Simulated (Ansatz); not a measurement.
A self-consistent single point of ZrOs (Pm-3m, 2 atoms in the cell) with Ansatz (an electronic-structure program)

Method: LDA (PW92), default PAW files made with PBE (plane waves; Ansatz).

This input was run:

Ansatz 0.2 input:
```yaml
# ZrOs
crystal:
  lattice:
    - [3.286319, 0.000000, 0.000000]
    - [0.000000, 3.286319, 0.000000]
    - [0.000000, 0.000000, 3.286319]
  atoms:
    - { symbol: Zr, position_ang: [1.643160, 1.643160, 1.643160] }
    - { symbol: Os, position_ang: [0.000000, 0.000000, 0.000000] }
basis:
  ecutwfc: 420.0
kpoints:
  mp_grid: { grid: [10, 10, 10] }
hamiltonian:
  xc: lda
  pseudopotentials: { kind: paw }
scf:
  occupations: { method: gaussian, width: 0.1 }
output:
  forces: true
  eigenvalues: true
  stress: true
```

Output, abridged:

```
WARN ansatz: RAYON_NUM_THREADS=1 ignored (pool sized by the plan → 1); use --threads N
Pseudopotentials: kind: paw
Pseudopotential: Zr, paw, valence charge 12
Pseudopotential: Os, paw, valence charge 16
Crystal: 2 atoms, lattice volume = 35.492 Å³
Basis set: ecut = 420 eV, 739 PW (Γ)
Bands: 18, of which v1, the nominal top of the filled ones, is band 14 counted from 1 (13 counted from 0)
Symmetry: 48 space group operations
Space group: Pm-3m (ITA 221), of the structure as read, at distance tolerance 3.3e-5 Å
k-points: 56 of 1000
PAW frozen core: Zr, regenerated for the run's functional, and the local potential with it
PAW frozen core: Os, regenerated for the run's functional, and the local potential with it
Initial density: superposition of atomic densities (neutral atoms: chi_scale 0, normalization atom), corrected by the library's trained network
Initial wavefunctions: pseudopotential atomic-orbital guess
Eigensolver: davidson
Functional: x = slater, c = lda
SCF iter   1: F=—  HF=-15196.966378 eV  |F-HF|=—  |Δ(HF+E_count)|=         —  Δρ=6.78e-3  dr2=1.47e-2  ethr=1.77e-3  ⟨swp⟩=4.0  Hψ=4043  notcnv=0
all-band conjugate gradients solve this SCF's bands
preconditioner: auto → none
SCF iter   2: F=—  HF=-15196.964933 eV  |F-HF|=—  |Δ(HF+E_count)|=   1.44e-3  Δρ=2.77e-3  dr2=1.49e-3  ethr=5.27e-5  ⟨swp⟩=1.0  Hψ=1457  notcnv=0
SCF iter   3: F=—  HF=-15196.964797 eV  |F-HF|=—  |Δ(HF+E_count)|=   1.36e-4  Δρ=5.76e-4  dr2=4.63e-5  ethr=5.34e-6  ⟨swp⟩=1.6  Hψ=1046  notcnv=0
SCF iter   4: F=—  HF=-15196.964800 eV  |F-HF|=—  |Δ(HF+E_count)|=   3.30e-6  Δρ=4.41e-5  dr2=3.78e-7  ethr=1.65e-7  ⟨swp⟩=2.0  Hψ=1084  notcnv=0
iter 5 did not close the SCF: its close was put off for the readings that it lacked (scf_convergence_deferred on its scf_iter line)
SCF iter   5: F=-15196.964800 eV  HF=-15196.964800 eV  |F-HF|=2.42e-9  |Δ(HF+E_count)|=   8.50e-8  Δρ=4.10e-6  dr2=4.16e-9  ethr=1.35e-9  ⟨swp⟩=2.2  Hψ=1452  notcnv=0
SCF iter   6: F=-15196.964800 eV  HF=-15196.964800 eV  |F-HF|=9.09e-12  |Δ(HF+E_count)|=  7.46e-11  Δρ=7.51e-7  dr2=6.08e-11  ethr=1.49e-11  ⟨swp⟩=1.9  Hψ=3162  notcnv=0
SCF 1 converged in 6 iterations: F = -15196.964800 eV  dr2 = 6.08e-11
SCF converged after 6 iterations
Free energy (F): -15196.964800 eV
Harris-Foulkes:  -15196.964800 eV  (|F-HF|=9.09e-12)
Internal energy: -15196.963910 eV  (E = F + TS)
E sigma→0 (E₀):  -15196.964355 eV
Entropy (-TS):   -0.000890 eV (-0.445 meV/atom)
Fermi energy:    19.061130 eV
--- Per-component energies (eV) ---
  E_band       = -203.747698
  E_kinetic    = 897.579695
  E_local      = -1584.020601  (includes V_loc(G=0)·N_el)
  E_nonlocal   = 87.847033
  E_hartree    = 584.438843
  E_xc         = -426.072945
  E_vxc        = -475.159475  (∫ρ·V_xc dr)
  E_paw        = -11596.377960  (= ΣΔE_a)
  E_vpaw       = -298.871824  (= ΣTr[D̂ρ^β])
  E_aug_tail   = -0.000070  (compensation charges beyond the density's cutoff)
  E_ewald      = -3161.091041
  E_core_change = 0.733135  (= ΣΔE_core)
  E_smearing   = -0.000890  (= −TS)
  E_closure    = -0.000000  (closes the sum)
  Σ components = -15196.964800   (vs F -15196.964800, Δ=0.00e0)
--- Forces (eV/Å), atoms counted from 1 ---
  atom   1  Zr     0.00000000    -0.00000000     0.00000000
  atom   2  Os    -0.00000000     0.00000000    -0.00000000
  max |Σ_I F_I| component: 8.52e-29 eV/Å
--- Stress (GPa, compression-positive) ---
      -11.862865       0.000000       0.000000
        0.000000     -11.862865       0.000000
        0.000000       0.000000     -11.862865
  P = ⅓ Tr σ = -11.8629 GPa (-118.629 kbar)
  The stress holds the Pulay correction. Without it, at fixed plane waves, as pw.x and ABINIT print it: P = -11.9026 GPa
--- Band table (eV; the first three rows and the last of 56) ---
  k-point 0: bands = ["-66.8724", "-29.5849", "-26.2227", "-26.2227", "-26.2227", "-7.4950", "-7.4950", "-7.4950", "11.1907", "14.0257", "14.0257", "17.5251", "17.5251", "17.5251", "21.1373", "21.1373", "24.1338", "24.1338"]
  k-point 1: bands = ["-66.8722", "-29.5832", "-26.2269", "-26.2219", "-26.2219", "-7.5440", "-7.4936", "-7.4936", "11.4050", "14.1250", "14.1933", "17.5005", "17.5005", "17.5913", "20.8676", "21.2278", "23.3331", "23.3331"]
  k-point 2: bands = ["-66.8717", "-29.5789", "-26.2380", "-26.2199", "-26.2199", "-7.6700", "-7.4901", "-7.4901", "12.0154", "14.4152", "14.6399", "17.4498", "17.4498", "17.7778", "20.1644", "21.3991", "22.0801", "22.0801"]
  k-point 55: bands = ["-66.8664", "-29.4742", "-26.2814", "-26.2814", "-26.2814", "-7.8712", "-7.8712", "-7.8712", "16.2487", "16.2487", "16.2487", "17.0048", "17.0048", "17.0048", "19.5981", "19.5981", "22.7603", "24.1750"]
```

The run converged in 6 iterations.

The starting cell comes from a database of computed structures (which also holds hypothetical and non-ambient phases and stackings), without a prior relaxation at this level. Its lattice was rescaled by up to half a per cent. Spin-orbit coupling is off. Spin polarisation is off. With a pressure of about -12 GPa the cell is away from its equilibrium volume at this level. Ansatz's pressure includes its estimate of the finite-basis (Pulay) stress.
